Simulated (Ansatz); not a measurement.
Input and output of a relaxation of cell and atoms for SiNi (P2_13, 8 atoms in the cell) (Ansatz, a program for electronic structure).

Method of the run: LDA (PW92), default PAW files made with PBE (plane waves; Ansatz).

The change in words: atoms on their sites; basis.ecutwfc: 420 eV → 250 eV; relax: default → cell and atoms. Reference geometry:
```
CELL_PARAMETERS angstrom
      4.52621     0.00000     0.00000
      0.00000     4.52621     0.00000
      0.00000     0.00000     4.52621
ATOMIC_POSITIONS crystal
  Si 0.65317 0.15317 0.34683
  Si 0.85321 0.85321 0.85321
  Si 0.15317 0.34683 0.65317
  Si 0.34683 0.65317 0.15317
  Ni 0.35050 0.85050 0.64950
  Ni 0.14950 0.14950 0.14950
  Ni 0.85050 0.64950 0.35050
  Ni 0.64950 0.35050 0.85050
```

Reference input (self-consistent single point, DFT, LDA (PW92), plane waves, default PAW files made with PBE): basis.ecutwfc = 420 eV; kpoints.mp_grid.grid = 5 5 5; hamiltonian.xc = lda; hamiltonian.pseudopotentials = {kind: paw} (the program's default PAW files); scf.occupations.method = gaussian; scf.occupations.width = 0.1 eV. This run's input differs from it in these lines:

Ansatz 0.2 input:
```diff
@@ -7,3 +7,3 @@
     - { symbol: Si, position_ang: [2.95638328, 0.69327928, 1.56982472] }
-    - { symbol: Si, position_ang: [3.86179688, 3.86179688, 3.86179688] }
+    - { symbol: Si, position_ang: [3.83292872, 3.83292872, 3.83292872] }
     - { symbol: Si, position_ang: [0.69327928, 1.56982472, 2.95638328] }
@@ -15,3 +15,3 @@
 basis:
-  ecutwfc: 420.0 eV
+  ecutwfc: 250.0 eV
 kpoints:
@@ -23,2 +23,4 @@
   occupations: { method: gaussian, width: 0.1 eV }
+relax:
+  cell: {}
 output:
```

Output (repeated stretches shortened):

```
   [... SCF lines of the steps left out ...]
relax step   1: F+E_penalty+E_count = -25521.99021305 eV  Δ(F+E_penalty+E_count) = +0.000e0 eV  max|allowed force component| = 4.418e-2 eV/Å  Δτ_max = 0.0000 Å  P = -9.920 GPa  Ω = 92.726 Å³  (7 SCF iters, dr2 threshold 1.00e-7 eV, accepted)
relax step   2: F+E_penalty+E_count = -25523.89920112 eV  Δ(F+E_penalty+E_count) = -1.909e0 eV  max|allowed force component| = 3.400e-2 eV/Å  Δτ_max = 0.0009 Å  P = +11.636 GPa  Ω = 89.882 Å³  energy of the carried Pulay correction = +1.924e0 eV  (6 [...]
   [... lines left out ...]
relax step 119: F+E_penalty+E_count = -25522.21652562 eV  Δ(F+E_penalty+E_count) = -2.768e-2 eV  max|allowed force component| = 1.564e-4 eV/Å  Δτ_max = 0.0006 Å  P = -0.001 GPa  Ω = 87.800 Å³  energy of the carried Pulay correction = +2.764e-2 eV  [...]
relax step 120: F+E_penalty+E_count = -25521.99119634 eV  Δ(F+E_penalty+E_count) = +2.253e-1 eV  max|allowed force component| = 1.092e-3 eV/Å  Δτ_max = 0.0000 Å  P = +0.358 GPa  Ω = 87.800 Å³  stress off target by 3.58e-1 GPa  SCF on the basis [...]
basis re-selected at this cell: Δ(F+E_penalty+E_count) = +2.253e-1 eV, ΔP = +0.359 GPa vs the last step
   [... lines left out ...]
Free energy (F): -25521.991196 eV
Fermi energy:    16.845024 eV
Error: variable-cell relaxation did not converge after 120 `relax_step` rows, as none of its last 55 fresh-basis SCF(s) at a relaxed cell met both thresholds with a finite energy. The last misses `relax.cell.stress_tol`: largest allowed force component 1.09e-3 eV/Å (`relax.f_tol` 1.00e-2 eV/Å), stress off the target on the free part of the cell 3.58e-1 GPa (`relax.cell.stress_tol` 5.00e-2 GPa), F+E_penalty+E_count -25521.99119634 eV. The closest is row 21, whose structure comes with this error. Larger ratio of force or stress to its threshold at each such SCF whose figures are numbers: 149.326, 92.878, 57.881, 28.222, 18.123, 6.650, 6.708, 6.801, 6.892, 7.207, 6.879, 7.201, 6.871, [...]
  cell:  # Å, volume = 87.9717 Å³
   [... lines left out ...]
    - [-4.7763062620803455e-32, 4.447483239763489, 1.1298789007071783e-32]
    - [-1.2967928292207387e-32, 1.1298789007071783e-32, 4.447483239763489]
  atoms:
    - { symbol: Si, position: [0.6538296311577521, 0.15382963115775197, 0.346170368842248] }
    - { symbol: Si, position: [0.8461703688422479, 0.8461703688422479, 0.8461703688422479] }
    - { symbol: Si, position: [0.15382963115775197, 0.346170368842248, 0.6538296311577521] }
    - { symbol: Si, position: [0.346170368842248, 0.6538296311577521, 0.15382963115775197] }
    - { symbol: Ni, position: [0.35334408026464514, 0.853344080264645, 0.6466559197353547] }
    - { symbol: Ni, position: [0.14665591973535488, 0.14665591973535488, 0.14665591973535488] }
    - { symbol: Ni, position: [0.853344080264645, 0.6466559197353547, 0.35334408026464514] }
    - { symbol: Ni, position: [0.6466559197353547, 0.35334408026464514, 0.853344080264645] }
```

The relaxation ended unconverged.  The full log also holds: “iter 5 did not close the SCF: its close was put off for the readings that it lacked (scf_convergence_deferred on its scf_iter line)”. The full log also holds: “iter 5 did not close the SCF: its close was put off for the readings that it lacked (scf_convergence_deferred on its scf_iter line)”.

The starting cell comes from a database of computed structures (which also holds hypothetical and non-ambient phases and stackings), without a prior relaxation at this level. Its lattice was rescaled by up to half a per cent. The cutoff lies below the one recommended for these files.

Cost on one core of a shared machine: roughly 3 min.
